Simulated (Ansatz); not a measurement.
**Response to strain in hypothetical zinc blende CaO**

Take CaO in the zinc blende structure (space group F-43m, No. 216; a = 5.2437 Å; a hypothetical phase, not in the database extracts checked) as the base.

Strains are applied to the cell and any free atomic positions relax.

Computed with Kohn–Sham DFT with the PBE functional, run in Ansatz (an electronic-structure program) with PAW and 420 eV plane waves, no spin-orbit coupling.

Notes on the quantities. energy relative to the base: free energy F.

```csv
isotropic strain (%),energy relative to the base (meV/atom)
-1.71,11.9
-0.4,0.6
0,0.0
3.51,?
5.72,105.7
```

Q: Fit ΔE = Aε² + Bε³ (ε in %) to the rows shown and predict the withheld row.

A: Least squares on the printed values gives A = 3.88 and B = -0.11 meV/atom (largest residual 0.0 meV/atom); this predicts 42.9 meV/atom, and the run gives 42.4 meV/atom, 0.5 lower.

No phonon test of stability was made.
